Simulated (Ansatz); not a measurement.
Input and output of a self-consistent single point for Bi₂PbF₈ (P1, 11 atoms in the cell) (Ansatz, a first-principles code).

Computed with PBEsol-D3BJ-ATM, default PAW files made with PBE (plane waves; Ansatz).

```xyz
11
Lattice="-2.1527 2.1527 8.3104 2.1527 -2.1527 8.3104 2.1527 2.1527 -8.3104" Properties=species:S:1:pos:R:3 pbc="T T T"
Bi    -0.0156    -0.1344     5.3269
Bi    -0.0637     0.0013    11.1287
Pb    -0.1543     0.1423     0.0500
F      2.1464     0.0778     6.8190
F     -0.0312     2.0503     1.3602
F     -0.1555     2.1001     6.9367
F      2.3404    -0.0594     1.4216
F      0.0474     2.0487     4.1913
F      2.2275     0.0332     4.2601
F      0.0192     0.0566    13.5405
F      0.0974     0.1415     3.1377
```

Reference input (self-consistent single point, DFT, PBEsol, plane waves, default PAW files made with PBE): basis.ecutwfc = 420 eV; kpoints.mp_grid.grid = 4 4 5; kpoints.mp_grid.shift = 0.5 0.5 0.5; hamiltonian.xc = pbesol; hamiltonian.pseudopotentials = {kind: paw} (the program's default PAW files); scf.occupations.method = gaussian; scf.occupations.width = 0.05 eV. This run's input differs from it in these lines:

```diff
@@ -24,2 +24,3 @@
   xc: pbesol
+  dispersion: d3bjatm
   pseudopotentials: { kind: paw }
```

Output, abridged:

```
SCF iter   1: F=—  HF=-42645.496560 eV  |F-HF|=—  |Δ(HF+E_count)|=         —  Δρ=1.65e-2  dr2=2.83e-1  ethr=1.77e-3  ⟨swp⟩=7.9  Hψ=10431  notcnv=0  defer=29
all-band conjugate gradients solve this SCF's bands
preconditioner: auto → Resta (q_TF=auto, 2.539 Å⁻¹)
SCF iter   2: F=—  HF=-42645.426730 eV  |F-HF|=—  |Δ(HF+E_count)|=   6.98e-2  Δρ=4.02e-3  dr2=1.32e-2  ethr=2.83e-4  ⟨swp⟩=2.5  Hψ=4343  notcnv=0  defer=81
   [... lines left out ...]
SCF iter   6: F=—  HF=-42645.423892 eV  |F-HF|=—  |Δ(HF+E_count)|=   8.28e-5  Δρ=6.83e-5  dr2=5.80e-6  ethr=4.00e-8  ⟨swp⟩=2.0  Hψ=3679  notcnv=0  defer=81
SCF iter   7: F=—  HF=-42645.423893 eV  |F-HF|=—  |Δ(HF+E_count)|=   9.14e-7  Δρ=3.37e-5  dr2=1.52e-6  ethr=5.80e-9  ⟨swp⟩=2.0  Hψ=3679  notcnv=0  defer=81
SCF iter   8: F=—  HF=-42645.423893 eV  |F-HF|=—  |Δ(HF+E_count)|=   4.22e-7  Δρ=7.66e-6  dr2=1.52e-7  ethr=1.52e-9  ⟨swp⟩=2.0  Hψ=3657  notcnv=0  defer=81
SCF iter   9: F=-42645.423894 eV  HF=-42645.423894 eV  |F-HF|=2.61e-8  |Δ(HF+E_count)|=   2.01e-7  Δρ=4.38e-6  dr2=3.20e-8  ethr=1.00e-10  ⟨swp⟩=11.2  Hψ=11823  notcnv=0
SCF 1 converged in 9 iterations: F = -42645.423894 eV  dr2 = 3.20e-8
Free energy (F): -42645.423894 eV
Internal energy: -42645.423894 eV  (E = F + TS)
E sigma→0 (E₀):  -42645.423894 eV
Fermi energy:    8.625259 eV
--- Forces (eV/Å), atoms counted from 1 ---
  atom   1  Bi    -0.14055148    -0.15435612     0.92919762
  atom   2  Bi    -0.21756527    -0.35530428     2.29374703
  atom   3  Pb     0.70004415    -0.65508321    -2.02493637
  atom   4  F     -0.18417471    -0.36670145     0.47823560
  atom   5  F      0.16866991     0.85335192     0.71665130
  atom   6  F      0.64369209     0.27005289     0.10988116
  atom   7  F     -1.11114310    -0.05958286     0.87796974
  atom   8  F     -0.19800139     1.47131127    -0.38776449
  atom   9  F      0.00767123     0.03436365    -1.19463193
  atom  10  F     -0.01451946     0.33012926    -0.80451372
  atom  11  F      0.34590384    -1.36819537    -0.99378854
--- Stress (GPa, compression-positive) ---
       -4.550701      -0.134804      -0.264723
       -0.134804      -3.188494       2.040667
       -0.264723       2.040667      -4.342035
  P = ⅓ Tr σ = -4.0271 GPa (-40.271 kbar)
  The stress holds the Pulay correction. Without it, at fixed plane waves, as pw.x and ABINIT print it: P = -4.7172 GPa
```

The run converged in 9 iterations. Against the reference run the pressure goes from -2.51 to -4.03 GPa, the largest force hardly changes (2.326 to 2.331 eV/Å) and the gap on the mesh stays at 3.173 eV.

The starting cell comes from a database of computed structures (which also holds hypothetical and non-ambient phases and stackings), without a prior relaxation at this level. Its atoms were displaced at random from the sites of space group no. 139. Spin-orbit coupling is off. With a pressure of about -4 GPa the cell is away from its equilibrium volume at this level. Forces in this geometry exceed 1 eV/Å. Ansatz's pressure includes its estimate of the finite-basis (Pulay) stress. Without the estimate this run gives -4.72 GPa. The shifted mesh does not hold Γ, so a gap read on it misses any band edge there.

Keys are those of Ansatz 0.2.
